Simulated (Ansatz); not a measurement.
**GeSb₄Te₇ (P-3m1, No. 164, 12 atoms in the cell; start mp-29641)**

Computed with LDA (Ansatz, a program for electronic structure, PAW).

Numerical settings: plane-wave cutoff 520 eV, 12×12×2 k mesh (along the axes of the cell as run), Fermi–Dirac smearing 0.01 eV, scalar-relativistic PAW data made under PBE.

Cell (relaxed with PBE-D3(BJ)):

```
GeSb4Te7
1.0
    4.25885     0.00000     0.00000
   -2.12942     3.68827     0.00000
    0.00000     0.00000    23.34723
Ge Sb Te
1 4 7
Direct
  0.00000   0.00000   0.50000
  0.66667   0.33333   0.91572
  0.33333   0.66667   0.08428
  0.33333   0.66667   0.34365
  0.66667   0.33333   0.65635
  0.33333   0.66667   0.84200
  0.66667   0.33333   0.15800
  0.00000   0.00000   0.72985
  0.00000   0.00000   0.27015
  0.66667   0.33333   0.42883
  0.33333   0.66667   0.57117
  0.00000   0.00000   0.00000
```

```yaml
band_gap: 0.03 eV
direct gap at Γ: 0.47 eV
```

Note: cell and atoms aren't relaxed at this level (largest force component 0.14 eV/Å, pressure -1.4 GPa).

Spin–orbit coupling is not included; it can close the smallest gap of 0.03 eV.

The result took about 2.7 core-minutes (a rough figure).

A start named mp-… is a Materials Project structure, which need not be a measured phase.
